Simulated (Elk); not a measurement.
**Worked example: self-consistent single point of Ag3Pd (I4/mmm, 4 atoms in the cell) in Elk**

Method of the run: LDA (PW92), all-electron FP-LAPW, Elk's shipped species files, default APW+lo basis run with Elk 10.2.4.

This input was run:

```
tasks
  0

xctype
  3

rgkmax
  7.0

rmtscf
  0.98

stype
  3

swidth
  0.00499791

avec
   -3.8445060711    3.8445060711    7.5975588464
    3.8445060711   -3.8445060711    7.5975588464
    3.8445060711    3.8445060711   -7.5975588464

atoms
  2   : nspecies
  'Ag.in'   : spfname
  3   : natoms; atposl, bfcmt below
  0.7500000000  0.2500000000  0.5000000000    0.0 0.0 0.0
  0.2500000000  0.7500000000  0.5000000000    0.0 0.0 0.0
  0.5000000000  0.5000000000  0.0000000000    0.0 0.0 0.0
  'Pd.in'   : spfname
  1   : natoms; atposl, bfcmt below
  0.0000000000  0.0000000000  0.0000000000    0.0 0.0 0.0

ngridk
  9 9 9
```

The program printed (abridged):

```
│ Elk code version 10.2.4 │

All units are atomic (Hartree, Bohr, etc.)

│ Ground-state run starting from atomic densities │

Lattice vectors :
  -3.844506071       3.844506071       7.597558846
   3.844506071      -3.844506071       7.597558846
   3.844506071       3.844506071      -7.597558846

Unit cell volume      :    449.1745755
Brillouin zone volume :   0.5522356495

Muffin-tin inner radius fraction :   0.1000000000E-01

Nuclei treated as point charges

Species :    1 (Ag)
 parameters loaded from : Ag.in
 name : silver
 nuclear charge    :   -47.00000000
 electronic charge :    47.00000000
 atomic mass :    196631.6997
 muffin-tin radius :    2.548000000
 number of radial points in muffin-tin :    597
 atomic positions (lattice), magnetic fields (Cartesian) :
   1 :  -0.25000000  0.25000000  0.50000000    0.00000000  0.00000000  0.00000000
   2 :   0.25000000 -0.25000000  0.50000000    0.00000000  0.00000000  0.00000000
   3 :   0.50000000  0.50000000  0.00000000    0.00000000  0.00000000  0.00000000

Species :    2 (Pd)
 parameters loaded from : Pd.in
 name : palladium
 nuclear charge    :   -46.00000000
 electronic charge :    46.00000000
 atomic mass :    193991.7925
 muffin-tin radius :    2.548000000
 number of radial points in muffin-tin :    497
 atomic positions (lattice), magnetic fields (Cartesian) :
   1 :   0.00000000  0.00000000  0.00000000    0.00000000  0.00000000  0.00000000

Total number of atoms per unit cell :    4

Spin treatment :
 spin-unpolarised

Number of Bravais lattice symmetries :   16
Number of crystal symmetries         :   16
Crystal has inversion symmetry
Real symmetric eigensolver will be used

k-point grid :      9     9     9
k-point offset :    0.000000000       0.000000000       0.000000000
k-point set is reduced with full crystal symmetry group
Total number of k-points :       75

Muffin-tin radius times maximum |G+k| :    7.000000000
 using average radius
   [... lines left out ...]
Maximum |G| for potential and density :    12.00000000
 potential will be trimmed for |G| > 2 gkmax
Constant for pseudocharge density :    8
Radial integration step length :    4

G-vector grid sizes :     36    36    36
Number of G-vectors :    13081

Maximum angular momentum used for
 APW functions                      :    8
 outer part of muffin-tin           :    6
 inner part of muffin-tin           :    1

Total nuclear charge    :   -187.0000000
Total core charge       :    112.0000000
Total valence charge    :    75.00000000
Total excess charge     :    0.000000000
Total electronic charge :    187.0000000

Effective Wigner radius, rₛ :   0.8307971220

Number of empty states         :   16
Total number of valence states :   54
Total number of core states    :  112

Total number of local-orbitals :   72

Exchange-correlation functional :      3     0     0
 Perdew-Wang/Ceperley-Alder, Phys. Rev. B 45, 13244 (1992)
 gradient requirement :    0
 local density approximation (LDA)

Smearing type :    3
 Fermi-Dirac
Smearing width :   0.4997910000E-02
Effective electronic temperature (K) :    1578.215154

Mixing type :    3
 Broyden mixing, J. Phys. A: Math. Gen. 17, L317 (1984)

Kohn-Sham potential initialised from atomic data
│ Self-consistent loop started │
│ Loop number : 1 │
 total energy                :     -20955.3333953
│ Loop number : 2 │
 total energy                :     -20956.7995575
RMS change in Kohn-Sham potential (target) :   0.3045991121     (  0.1000000000E-05)
Absolute change in total energy (target)   :    1.466162192     (  0.1000000000E-03)
│ Loop number : 3 │
 total energy                :     -20965.7505165
RMS change in Kohn-Sham potential (target) :   0.2348961968     (  0.1000000000E-05)
Absolute change in total energy (target)   :    9.317499630     (  0.1000000000E-03)
│ Loop number : 4 │
 total energy                :     -20981.3711576
RMS change in Kohn-Sham potential (target) :   0.7853027221E-01 (  0.1000000000E-05)
Absolute change in total energy (target)   :    17.95001593     (  0.1000000000E-03)
│ Loop number : 5 │
 total energy                :     -21038.0598650
RMS change in Kohn-Sham potential (target) :   0.6672724123     (  0.1000000000E-05)
Absolute change in total energy (target)   :    61.17621137     (  0.1000000000E-03)
   [... lines left out ...]
Absolute change in total energy (target)   :   0.3957632729E-02 (  0.1000000000E-03)
│ Loop number : 21 │
 total energy                :     -20979.6318266
RMS change in Kohn-Sham potential (target) :   0.2012515451E-05 (  0.1000000000E-05)
Absolute change in total energy (target)   :   0.1960523306E-02 (  0.1000000000E-03)
│ Loop number : 22 │
 total energy                :     -20979.6317085
RMS change in Kohn-Sham potential (target) :   0.5702999220E-06 (  0.1000000000E-05)
Absolute change in total energy (target)   :   0.6082564578E-03 (  0.1000000000E-03)
│ Loop number : 23 │
 total energy                :     -20979.6317248
RMS change in Kohn-Sham potential (target) :   0.2658497850E-06 (  0.1000000000E-05)
Absolute change in total energy (target)   :   0.1357529436E-03 (  0.1000000000E-03)
│ Loop number : 24 │
 total energy                :     -20979.6317779
RMS change in Kohn-Sham potential (target) :   0.8333152369E-07 (  0.1000000000E-05)
Absolute change in total energy (target)   :   0.1913143569E-04 (  0.1000000000E-03)
Convergence targets achieved

│ Loop number : 25 │

Energies :
 Fermi                       :     0.224555746976
 sum of eigenvalues          :     -12557.9638489
 electron kinetic            :      21933.4552100
 core electron kinetic       :      21165.9562709
 Coulomb                     :     -42340.0278505
 Coulomb potential           :     -33731.6071190
 nuclear-nuclear             :     -2039.56120949
 electron-nuclear            :     -46869.3261631
 Hartree                     :      6568.85952204
 Madelung                    :     -25474.2242910
 xc potential                :     -759.811939954
 exchange                    :     -555.273445126
 correlation                 :     -17.7830801177
 electron entropic           :    -0.261511933483E-02
 total energy                :     -20979.6317809

Density of states at Fermi energy :    31.44091586
 (states/Hartree/unit cell)

Estimated indirect band gap :   0.9868945589E-03
 from k-point     45 to k-point     57
Estimated direct band gap   :   0.1517339090E-01
 at k-point     24

Charges :
 core                        :    112.0000000
 valence                     :    75.00000000
 interstitial                :    4.458901054
 muffin-tins (core leakage)
  species :    1 (Ag)
   atom    1                 :    45.87201971     (  0.2163616841E-08)
   atom    2                 :    45.87201971     (  0.2163616841E-08)
   atom    3                 :    45.86961979     (  0.2176292924E-08)
  species :    2 (Pd)
   atom    1                 :    44.92743973     (  0.6165819855E-08)
 total in muffin-tins        :    182.5410989
 total calculated charge     :    187.0070223
 total charge                :    187.0000000
 error                       :   0.7022324920E-02

│ Self-consistent loop stopped │
```

The run converged in 25 iterations. The count includes the last loop, which Elk runs after its targets are met.

The starting cell comes from a database of computed structures (which also holds hypothetical and non-ambient phases and stackings), without a prior relaxation at this level. Spin polarisation is off. Values depend on the basis (sphere radii, cutoffs, local orbitals), which need not be converged. The log's line on a gap gives a spacing of levels on this mesh, which the program prints for metals too.
